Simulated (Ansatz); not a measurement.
Amorphous cells of 8 compositions: the gap between the highest filled and lowest empty level at the zone centre, by PBE and by a single point of r2SCAN on the same geometry (PBE, scalar-relativistic without spin-orbit coupling (plane waves to 420 eV, PAW; Ansatz, a program for electronic structure); r2SCAN at 500 eV). The networks come from melt-quench runs on the CHGNet potential at compositions and starting densities chosen by hand, with anions pushed apart in the CHGNet dynamics, and DFT then relaxed them. The cells are small and were quenched far faster than real films, so single cells scatter. Defect or tail levels can set these gaps. The rows are the first to finish with both values and no moments.

```
cell                        PBE gap x (eV)  r2SCAN gap y (eV)
--------------------------  --------------  -----------------
A (In24O37Zn, 6.47 g/cm3)             0.29               0.61
B (In24O38Ge, 6.39 g/cm3)             0.44               0.86
C (In24O37Na2, 6.31 g/cm3)            0.46               0.90
D (In24O38Ti, 6.37 g/cm3)             0.50               0.97
E (In24O41Ta2, 6.64 g/cm3)            0.55               1.02
F (In24O39Y2, 6.40 g/cm3)             0.63           withheld
G (In24O39La2, 6.32 g/cm3)            0.63               1.08
H (In24O41Nb2, 6.32 g/cm3)            0.80               1.26
```

Question: Fit a straight line through the 7 full rows and predict the withheld value for F (In24O39Y2, 6.40 g/cm3).

Answer: Means: x = 0.524, y = 0.957. Slope = Σ(Δx Δy) / Σ(Δx²) = 0.191 / 0.1546 = 1.24; the r.m.s. residual is 0.034. Prediction: 0.957 + 1.24 × (0.63 − 0.524) = 1.09. The run gave 1.06, 0.03 below the line.
